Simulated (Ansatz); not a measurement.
**InP: response to strain**

Consider InP in the zinc blende structure (space group F-43m, No. 216; a = 5.8784 Å). Axes: x, y, z lie along the cube axes.

Strains are applied to the cell and any free atomic positions relax.

Method: PBEsol (Ansatz, an electronic-structure program, PAW, no spin-orbit coupling).

Candidates:
(a) uniaxial strain ε_zz = −1.50 %
(b) uniaxial strain ε_zz = +3.00 %
(c) uniaxial strain ε_zz = +2.00 %
(d) uniaxial strain ε_zz = +0.50 %

Before the change:

The band gap comes out as 0.57 eV.

Order them by band gap, lowest first.

(b) uniaxial strain ε_zz = +3.00 % (0.36 eV), (c) uniaxial strain ε_zz = +2.00 % (0.43 eV), (d) uniaxial strain ε_zz = +0.50 % (0.53 eV), (a) uniaxial strain ε_zz = −1.50 % (0.60 eV)

Whether these cells are dynamically stable was not tested.
